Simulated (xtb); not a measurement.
xtb 6.7.1, GFN1-xTB: [CH3][Al]([CH3])[c]1ccc([Si](C)(O)O)cc1, 28 atoms. The geometry is a generated start, not checked to be a minimum at this level.

```json
{
 "run_flags": "--grad",
 "method": "GFN1-xTB",
 "--acc": "1 (default)",
 "--etemp (K)": "300 (default)",
 "basis_functions": "94",
 "valence_electrons": "70"
}
```

```xyz
28

Si     3.4380     0.1981    -0.6087
C      4.2867    -0.3123     1.0182
O      3.9168    -0.7511    -1.8449
O      3.9370     1.6640    -1.1144
C      1.5586     0.1408    -0.3827
C      0.8036     1.3013    -0.2386
C     -0.5673     1.2525    -0.0704
C     -1.2579     0.0380    -0.0225
C     -0.4925    -1.1243    -0.1622
C      0.8763    -1.0742    -0.3412
Al    -3.2342    -0.0733     0.2256
C     -4.3644     1.5294    -0.1276
C     -4.0101    -1.8130     0.8161
H      5.3659    -0.3313     0.8962
H      3.9769    -1.3013     1.3391
H      4.0572     0.3750     1.8270
H      3.3820    -1.4888    -2.1188
H      4.0815     2.3654    -0.4885
H      1.3061     2.2590    -0.2699
H     -1.1243     2.1786     0.0308
H     -0.9949    -2.0862    -0.1305
H      1.4329    -1.9970    -0.4474
H     -4.9952     1.7904     0.7285
H     -5.0514     1.3525    -0.9626
H     -3.7904     2.4263    -0.3847
H     -5.0146    -1.6734     1.2329
H     -3.4110    -2.2991     1.5936
H     -4.1115    -2.5460     0.0073
```

One run each on 1 thread. Values of broydamp tried: 0.02, 0.05, 0.1, 0.2, 0.4 (default), 0.6, 0.8, 1.

### Question
Which value of broydamp needs the fewest SCC iterations, and what happens away from it?

### Answer
Fewest SCC iterations, within one of each other: 0.2 with 12, 0.4 (default) with 11, 0.6 with 11, 0.8 with 12. The count rises to 18 at 0.02. All converge to one solution.

```json
[
 {"broydamp": "0.02", "SCC iterations": "18", "end": "same solution"},
 {"broydamp": "0.05", "SCC iterations": "16", "end": "same solution"},
 {"broydamp": "0.1", "SCC iterations": "15", "end": "same solution"},
 {"broydamp": "0.2", "SCC iterations": "12", "end": "same solution"},
 {"broydamp": "0.4 (default)", "SCC iterations": "11", "end": "same solution"},
 {"broydamp": "0.6", "SCC iterations": "11", "end": "same solution"},
 {"broydamp": "0.8", "SCC iterations": "12", "end": "same solution"},
 {"broydamp": "1", "SCC iterations": "13", "end": "same solution"}
]
```
